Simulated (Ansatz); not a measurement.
The reference is Pd in the fcc (Cu type) structure (space group Fm-3m, No. 225; a = 3.9104 Å; relaxed with 0.1 eV smearing). Axes: x, y, z lie along the cube axes.

Calculations: r2SCAN (Ansatz, a program for electronic structure, PAW, no spin-orbit coupling).

Now apply this change: a pure shear with ε_xy = ε_yx = 0.0171, atoms relaxed at fixed cell.

### Question
Predict the stress tensor and what it implies for the stiffness.

### Answer
Stress of the strained cell less that of the base (GPa, compression positive):
```
    0.4    -2.5     0.0
   -2.5     0.4     0.0
    0.0     0.0    -0.1
```

Then −Δσ/γ with γ = 2ε = 0.0342 gives secant stiffness values (nonlinear terms included at this strain): C66 ≈ 74 GPa.

As a check, the harmonic strain energy −½ V₀ Δσ:ε is 4.1 meV/atom; the computed energy rise is 4.0 meV/atom.

No phonon test of stability was made. The final runs are not spin-polarised. Pd has a high density of states at the Fermi level and may be magnetic at this level.
